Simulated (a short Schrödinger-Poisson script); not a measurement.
**Symmetric double-gate stack, Al2O3 on p-type Si(100)**

System: symmetric double-gate stack, Al2O3 on p-type Si(100), at 300 K.

```tsv
layer	material	thickness (nm)	Na (cm⁻³)
1	Al2O3	5.6	-
2	Si	4	3e15
3	Al2O3	5.6	-
```

The device is made up for the run: typed textbook-type constants, with dimensions and the other settings drawn at random. Al2O3: permittivity 9, conduction-band edge (eV) 2.7, gap (eV) 6.8, electron mass (mₑ) 0.3. Si: permittivity 11.7, conduction-band edge (eV) 0, gap (eV) 1.124, Nv at 300 K (cm⁻³) 3.1e19.

Channel valleys (confinement mass, in-plane density-of-states mass, number): Δ2 0.916, 0.19, 2; Δ4 0.19, 0.417, 4. At the gates, both at one voltage, the conduction-band edge of layer 1 lies 3.48 eV − eVg above the Fermi level of the channel. Gaps are held at their typed values at every temperature. Mesh 0.03 nm at interfaces.

From a short Schrödinger-Poisson script (our own, NumPy): 1D Poisson equation in equilibrium, electrons quantum, Hartree (BenDaniel-Duke, 12 states a valley, the channel's in-plane mass for all, wave functions free to enter the dielectric), parabolic valleys, classical holes, full ionisation, no traps, pinning or gate leakage.

```
Vg (V)  electrons (cm⁻²)  C (μF/cm²)  Δ2 E0 (meV)  Δ2 E1 (meV)  Δ4 E0 (meV)  Δ4 E1 (meV)
------  ----------------  ----------  -----------  -----------  -----------  -----------
0.5               4.49e7     < 0.003        304.0        375.7        370.3        641.1
0.6               2.14e9      0.0134        204.1        275.8        270.5        541.3
0.7              8.31e10       0.430        109.4        180.9        175.7        446.3
0.8              7.39e11        1.59         52.0        122.2        118.0        387.0
0.9              1.89e12        2.01         26.2         94.3         91.8        358.2
1                3.20e12        2.17         11.0         76.7         76.1        339.5
1.1              4.58e12        2.26          0.2         63.5         64.8        325.2
1.2              6.01e12        2.31         -8.3         52.7         56.0        313.4
1.3              7.47e12        2.35        -15.1         43.5         48.8        303.2
1.4              8.94e12        2.38        -21.0         35.4         42.7        294.2
1.5              1.04e13        2.40        -26.1         28.1         37.4        286.0
1.6              1.19e13        2.42        -30.6         21.5         32.7        278.5
1.7              1.34e13        2.43        -34.7         15.4         28.5        271.6
1.8              1.50e13        2.45        -38.4          9.7         24.7        265.1
1.9              1.65e13        2.46        -41.8          4.4         21.2        259.0
2                1.80e13        2.47        -45.0         -0.6         18.0        253.2
```

Gate voltages with under 1e6 electrons/cm² are left out.

Subbands count from the Fermi level. The capacitance is that of both gates.
